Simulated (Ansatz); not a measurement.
The starting structures come from a database of crystals and need not be the phases stable at ambient conditions.

The decay constant κ of evanescent states in the gap governs leakage through a thin film.

```yaml
crystal:
  lattice:
    - [6.40007, 0.00000, 0.00000]
    - [-3.20004, 5.54262, 0.00000]
    - [0.00000, 0.00000, 8.41457]
  atoms:
    - { symbol: Tl, position: [0.33333, 0.66667, 0.31691] }
    - { symbol: Tl, position: [0.66667, 0.33333, 0.68309] }
    - { symbol: Tl, position: [0.00000, 0.00000, 0.50000] }
    - { symbol: Tl, position: [0.00000, 0.00000, 0.00000] }
    - { symbol: Mo, position: [0.66667, 0.33333, 0.19235] }
    - { symbol: Mo, position: [0.33333, 0.66667, 0.80765] }
    - { symbol: O, position: [0.63496, 0.81748, 0.73462] }
    - { symbol: O, position: [0.36504, 0.18252, 0.26538] }
    - { symbol: O, position: [0.18252, 0.81748, 0.73462] }
    - { symbol: O, position: [0.81748, 0.18252, 0.26538] }
    - { symbol: O, position: [0.18252, 0.36504, 0.73462] }
    - { symbol: O, position: [0.81748, 0.63496, 0.26538] }
    - { symbol: O, position: [0.66667, 0.33333, 0.98116] }
    - { symbol: O, position: [0.33333, 0.66667, 0.01884] }
```

Space group of this cell: P-3m1. The cell was relaxed by PBE-D3(BJ); by r2SCAN its mean pressure is -2.7 GPa.

Transport runs along the normal of the first two printed cell vectors, the (001) plane of the conventional cell.

The gap is the functional's own. No spin-orbit coupling. Mid-gap values are interpolated on the energy grid.

Question: Give the band gap and the smallest decay constant κ at mid-gap that r2SCAN (Ansatz, a first-principles code) yields.

Answer: Gap 3.61 eV on a 6×6×4 mesh; κ = 0.385 1/Å, at the zone centre.
